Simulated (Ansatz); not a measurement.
# BaF₂ in the fluorite structure (space group Fm-3m, No. 225)

```cif
data_Ba4F8
_chemical_formula_sum 'Ba4 F8'
_space_group_name_H-M_alt 'Fm-3m'
_space_group_IT_number 225
_space_group_name_Hall '-F 4 2 3'
_cell_length_a 6.24642
_cell_length_b 6.24642
_cell_length_c 6.24642
_cell_angle_alpha 90.000
_cell_angle_beta 90.000
_cell_angle_gamma 90.000
loop_
_atom_site_label
_atom_site_type_symbol
_atom_site_symmetry_multiplicity
_atom_site_Wyckoff_symbol
_atom_site_fract_x
_atom_site_fract_y
_atom_site_fract_z
_atom_site_occupancy
Ba1 Ba 4 a 0.00000 0.00000 0.00000 1
F1 F 8 c 0.25000 0.25000 0.25000 1
```
(The calculation used a cell of 3 atoms; values per cell refer to that cell.)

Level of theory: Kohn–Sham DFT with the PBE functional, run in Ansatz (a first-principles code) with PAW and 420 eV plane waves, no SOC. Settings: 9×9×9 k-points, 0.05 eV Fermi–Dirac smearing.

The volume per atom comes out as 20.31 Å³ and the density comes out as 4.78 g/cm³. The band gap is 6.73 eV, indirect, a point along ⟨110⟩, about 0.6 Å⁻¹ from Γ → Γ and the electron mass is 0.49 mₑ. The lowest conduction-band minima above the VBM is Γ 6.73 eV; X along ⟨100⟩ 7.27 eV and the total energy is -2524.137 eV/atom (σ→0; compares only within this code and set-up).

Masses are band curvatures over ±0.01 Å⁻¹ around the edge. Whether these cells are dynamically stable was not tested.
